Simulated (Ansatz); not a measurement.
**Ge: response to strain**

The parent structure is Ge in the diamond structure (space group Fd-3m, No. 227).

```
CELL_PARAMETERS angstrom
      0.00000     2.83720     2.83720
      2.83720     0.00000     2.83720
      2.83720     2.83720     0.00000
ATOMIC_POSITIONS crystal
  Ge 0.50000 0.50000 0.50000
  Ge 0.75000 0.75000 0.75000
```

Cartesian axes are those of the cell as printed.

Strains are applied to the cell and any free atomic positions relax; under biaxial strain the out-of-plane vector relaxes too; under stress the whole cell relaxes.

Method: Kohn–Sham DFT with the r2SCAN functional, run in Ansatz (a quantum-chemistry and plane-wave program) with PAW and 500 eV plane waves, without spin-orbit coupling.

Notes on the quantities. pressure: mean of the normal stresses, compression positive.

| change | pressure | band gap | shortest interatomic distance |
|---|---|---|---|
| base | 0.01 GPa | 0.36 eV | 2.457 Å |
| biaxial strain +0.87 %, plane normal [001], relaxed out of plane | -0.77 GPa | 0.17 eV | 2.467 Å |
| biaxial strain −2.22 %, plane normal [111], relaxed out of plane | 2.93 GPa | 0.34 eV | 2.420 Å |
| isotropic strain −4.37 % | 13.12 GPa | 0.59 eV | 2.350 Å |
| isotropic strain −0.92 % | 2.12 GPa | 0.53 eV | 2.434 Å |
| uniaxial strain ε_xx = −1.39 % | 1.04 GPa | 0.40 eV | 2.446 Å |
| uniaxial strain ε_xx = −0.64 % | 0.47 GPa | 0.39 eV | 2.452 Å |
| uniaxial strain ε_yy = −0.86 % | 0.64 GPa | 0.39 eV | 2.450 Å |
| uniaxial stress, 2 GPa tension along z | – | 0.19 eV | 2.465 Å |
| tensor shear ε_xz = −3.75 % | 0.3 GPa | zero | 2.429 Å |

A case with no gap was solved on a k-mesh chosen for an insulator, which is coarse for it. Beyond what the load breaks, stability against distortions was not tested. The zero or small gap of Ge under biaxial strain +0.87 %, plane normal [001], relaxed out of plane, Ge under uniaxial stress, 2 GPa tension along z and Ge under tensor shear ε_xz = −3.75 % can change with the level of theory.
